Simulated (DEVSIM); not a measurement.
## illuminated Si n-on-p cell, one wavelength

Device: illuminated Si n-on-p cell, one wavelength, at 300 K.

| layer (left to right) | material | thickness (μm) | Nd (cm⁻³) | Na (cm⁻³) | τn (s) | τp (s) | absorption coefficient (cm⁻¹) |
|---|---|---|---|---|---|---|---|
| 1 | Si | 0.0570 | 1.5e18 | - | 3.8e-9 | 1.9e-7 | 56000 |
| 2 | Si | 66.0 | - | 9.4e15 | 2.1e-7 | 2.1e-7 | 56000 |

Left contact: ohmic, minority hole recombination velocity 200 cm/s. Right contact: ohmic, minority electron recombination velocity 80 cm/s. Voltage is applied to the left contact. Recombination: SRH at mid-gap, radiative, Auger. Light enters at the left, 5.2e15 photons cm⁻² s⁻¹, one pass, no reflection. Mobility is constant in doping.

The device is made up for the run: typed textbook-type constants, with dimensions and the other settings drawn at random. Values at 300 K.

| parameter | Si |
|---|---|
| gap (eV) | 1.124 |
| affinity (eV) | 4.05 |
| permittivity | 11.7 |
| Nc (cm⁻³) | 2.86e19 |
| Nv (cm⁻³) | 3.1e19 |
| μn (cm²/Vs) | 1417 |
| μp (cm²/Vs) | 470 |
| B (cm³/s) | 4.7e-15 |
| Cn (cm⁶/s) | 2.8e-31 |
| Cp (cm⁶/s) | 9.9e-32 |

Model (solved in DEVSIM): 1D drift-diffusion, Boltzmann statistics, complete ionisation; no tunnelling, impact ionisation, image-force lowering or self-heating.

```yaml
potential_step_across_the_device_at_zero_bias: 0.838 V
largest_field_in_the_device_at_zero_bias: 77000 V/cm
Dark forward voltage at 1 A/cm²: 0.638 V
Dark forward voltage at 100 A/cm²: 0.866 V
short_circuit_current: 0.830 mA/cm²
open_circuit_voltage: 0.443 V
fill_factor: 0.77
largest_power: 0.283 mW/cm²
share_of_generated_pairs_collected_at_short_circuit: 0.996
```

Dark forward current:

(V (V), J (A/cm²)): (-0.05, -2.1e-8); (-0.10, -7.5e-8); (-0.15, -2.3e-7); (-0.20, -6.8e-7); (-0.25, -2.2e-6); (-0.30, -7.8e-6); (-0.35, -3.4e-5); (-0.40, -0.00018); (-0.45, -0.0011); (-0.50, -0.0068); (-0.55, -0.045); (-0.60, -0.29); (-0.65, -1.5); (-0.70, -5.0); (-0.75, -13); (-0.80, -30); (-0.85, -74); (-0.90, -190); (-0.95, -490); (-1.00, -1200); (-1.05, -2800)

Dark reverse current:

```
V (V)  J (A/cm²)
-----  ---------
0.04      8.5e-9
0.10      1.7e-8
0.20      2.8e-8
0.30      3.8e-8
0.40      4.7e-8
0.60      6.4e-8
0.80      7.9e-8
1.00      9.2e-8
1.30      1.1e-7
1.60      1.3e-7
2.00      1.5e-7
```
